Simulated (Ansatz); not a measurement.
Density of states of HfNb₂VC₄ (R3m, 8 atoms in the cell).

```xyz
8
Lattice="1.5864 0.9159 10.3181 -1.5864 0.9159 10.3181 0.0000 -1.8318 10.3181" Properties=species:S:1:pos:R:3 pbc="T T T"
Hf     0.0000     0.0000     0.0932
Nb     0.0000     0.0000    15.3853
Nb     0.0000     0.0000     7.6977
V      0.0000     0.0000    23.2673
C      0.0000     0.0000    27.0285
C      0.0000     0.0000    19.3387
C      0.0000     0.0000    11.7714
C      0.0000     0.0000     3.7578
```

Method: PBEsol, default PAW files made with PBE (plane waves; Ansatz, a quantum-chemistry and plane-wave program).

SCF settings: basis.ecutwfc = 420 eV; kpoints.mp_grid.grid = 10 10 10; hamiltonian.xc = pbesol; hamiltonian.pseudopotentials = {kind: paw} (the program's default PAW files); scf.occupations.method = cold; scf.occupations.width = 0.05 eV. Keys of the DOS step: output.dos.nscf_kmesh.grid = 15 15 15; output.dos.method = {smearing: {sigma: 0.02}} eV.

The starting cell comes from a database of computed structures (which also holds hypothetical and non-ambient phases and stackings), without a prior relaxation at this level. Its lattice was rescaled by a random factor within 2.5 % of one. Spin-orbit coupling is off. Spin polarisation is off.

Total DOS (both spins), as means of the tabulated values in each energy bin; the zero is the program's Fermi level or highest filled level, and the curve is cut to this window:

```
E (eV) | states/eV/cell
    -7.80 |  0.00
    -7.40 |  0.00
    -7.00 | # 0.32
    -6.60 | ### 0.91
    -6.20 | ###### 1.83
    -5.80 | ########## 3.17
    -5.40 | ############# 4.07
    -5.00 | ############ 3.72
    -4.60 | ############## 4.64
    -4.20 | ############################## 9.62
    -3.80 | ########################## 8.35
    -3.40 | ########################### 8.63
    -3.00 | ################# 5.40
    -2.60 | ############ 3.90
    -2.20 | ######## 2.44
    -1.80 | ###### 1.81
    -1.40 | #### 1.36
    -1.00 | ###### 1.93
    -0.60 | ####### 2.28
    -0.20 | ########## 3.14
     0.20 | ########### 3.39
     0.60 | ############# 4.27
     1.00 | #################### 6.44
```

Around zero the curve holds about 3.5 states/eV/cell.

Keys are those of Ansatz 0.2.
